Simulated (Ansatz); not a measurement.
System: interstitial O in beta Ga2O3 (charge state -2). All values below come from PBE, PAW (plane waves to 420 eV; Ansatz, a program for electronic structure).

Cell of 120 host sites held at the relaxed PBE lattice; the Γ point alone; Fermi-Dirac width 0.01 eV, spin-restricted; finite-size errors left in. Energies are static. The charge state is imposed; whether it is stable for some Fermi level was not computed. Sites that were not tried may lie lower. The start lies 0.044 eV above the lowest site run (PBE).

Barriers: single points on a 2×2×2 k-point mesh shifted by half a step at the bands' geometries.

The step: several atoms move together, O the farthest (a rearrangement that moves the defect's centre by under 1 Å). Atoms about the jump, Cartesian Å from the middle of the jump, before and after:

```
atom     x0     y0     z0     x1     y1     z1
----  -----  -----  -----  -----  -----  -----
O1    -0.23   0.48  -0.05   0.23  -0.48   0.05
Ga2    1.45   0.98   0.82   1.46   0.97   0.91
Ga3   -1.56  -0.41  -1.21  -1.52  -0.48  -1.12
O4    -2.23  -0.69   0.56  -2.14  -0.48   0.66
Ga5   -1.54   1.00   1.38  -1.76   1.10   1.71
Ga6    1.62  -0.50  -2.03   1.44  -0.48  -1.68
O7     1.97   1.10  -1.01   1.56   1.28  -0.93
O8     0.24   1.09   2.38   0.19   1.08   2.35
O9    -0.31  -0.49  -2.69  -0.30  -0.48  -2.64
O10    1.20  -2.03  -0.83   1.56  -2.24  -0.93
O11   -1.36   2.74   0.47  -1.30   2.59   0.46
Ga12   1.61  -2.02   0.99   1.46  -1.92   0.91
O13    2.60  -0.48   1.27   2.63  -0.48   1.31
Ga14  -1.70   2.60  -1.34  -1.71   2.60  -1.36
O15   -2.70   1.07  -1.64  -2.64   1.02  -1.62
```

**Question.** Predict the transition state.

**Answer.** 
| atom | x | y | z |
|---|---|---|---|
| O1 | -0.05 | 0.21 | -0.13 |
| Ga2 | 1.45 | 0.98 | 0.83 |
| Ga3 | -1.55 | -0.40 | -1.18 |
| O4 | -2.21 | -0.59 | 0.62 |
| Ga5 | -1.62 | 1.03 | 1.53 |
| Ga6 | 1.51 | -0.46 | -1.88 |
| O7 | 2.03 | 1.18 | -0.98 |
| O8 | 0.22 | 1.08 | 2.36 |
| O9 | -0.32 | -0.48 | -2.71 |
| O10 | 1.22 | -2.09 | -0.83 |
| O11 | -1.31 | 2.65 | 0.46 |
| Ga12 | 1.59 | -2.01 | 0.99 |
| O13 | 2.60 | -0.49 | 1.27 |
| Ga14 | -1.71 | 2.60 | -1.36 |
| O15 | -2.71 | 1.06 | -1.63 |
It lies 0.13 eV above the start and 0.17 eV above the end. The saddle point's order was not checked.
